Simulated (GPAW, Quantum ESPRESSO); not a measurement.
A GPAW input for a relaxation of cell and atoms of IrW (P-6m2, 2 atoms in the cell) (DFT LDA (Perdew-Wang 92), plane waves, GPAW PAW datasets LDA (gpaw-data 1.0.1)):

```python
from ase import Atoms
from ase.filters import FrechetCellFilter
from ase.optimize import BFGS
from ase.units import GPa
from gpaw import GPAW, PW

atoms = Atoms(['Ir', 'W'],
              cell=[[2.806080, 0.000000, 0.000000],
                    [-1.403040, 2.430137, 0.000000],
                    [0.000000, 0.000000, 4.483950]],
              scaled_positions=[[0.000000, 0.000000, 0.500000],
                                [0.666667, 0.333333, 0.000000]],
              pbc=True)

calc = GPAW(mode=PW(550),
            xc='LDA',
            kpts={'size': (11, 11, 6), 'gamma': True},
            occupations={'name': 'methfessel-paxton', 'width': 0.136, 'order': 0},
            nbands=-10,
            convergence={'density': 1e-05},
            symmetry={'symmorphic': False, 'tolerance': 0.0005},
            maxiter=150,
            txt='-')

atoms.calc = calc

target = FrechetCellFilter(atoms)

opt = BFGS(target, logfile='-')
converged = opt.run(fmax=0.03, steps=40)
print('Relaxation converged:', converged)
print('Cell:', atoms.cell.cellpar().round(4))
print(atoms.get_scaled_positions().round(5))

energy = atoms.get_potential_energy()
print('Energy (eV):', round(energy, 6))
forces = atoms.get_forces()
print('Forces (eV/Ang):')
print(forces.round(5))
stress = atoms.get_stress()
print('Stress (GPa, Voigt):', (stress / GPa).round(4))
```

Translate this input to Quantum ESPRESSO.

This is the input that was run; spellings and numerical settings could be chosen otherwise.

```fortran
&control
 calculation = 'vc-relax'
 prefix = 'pwscf'
 outdir = './out'
 pseudo_dir = './'
/
&system
 ibrav = 4
 celldm(1) = 5.3027231583
 celldm(3) = 1.597940756760
 nat = 2
 ntyp = 2
 ecutwfc = 70
 occupations = 'smearing'
 smearing = 'gaussian'
 degauss = 0.0099958
/
&electrons
 conv_thr = 1.0d-10
/
&ions
/
&cell
/
ATOMIC_SPECIES
Ir   192.2170  Ir.upf
W    183.8400  W.upf
ATOMIC_POSITIONS crystal
Ir    0.0000000000    0.0000000000    0.5000000000
W     0.6666666667    0.3333333333    0.0000000000
K_POINTS automatic
11 11 6  0 0 0
```

Basis, cutoffs, solver keys and any potentials are the target program's own. This input uses DFT, LDA (PW92), plane waves, PseudoDojo standard norm-conserving (LDA) pseudopotentials. LDA parametrisations can differ slightly between programs.

The starting cell comes from a database of computed structures (which also holds hypothetical and non-ambient phases and stackings), without a prior relaxation at this level.
